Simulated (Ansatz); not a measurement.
Consider Ta in the bcc (W type) structure (space group Im-3m, No. 229; a = 3.2819 Å).

Calculations: PBEsol in Ansatz (plane waves to 420 eV, PAW, no spin-orbit coupling).

Base values:

| Quantity | Value |
|---|---|
| Lattice parameter a | 3.282 Å |

It is then changed as follows: full substitution Ta → Hf; the structure is relaxed again.

Q: What happens to the lattice parameter a?

A: The lattice parameter a increases by 0.208 Å to 3.490 Å.

Whether these cells are dynamically stable was not tested. All final runs are without spin polarisation. This is not the structure that Hf has at room temperature and ambient pressure.

Ansatz is an electronic-structure program.
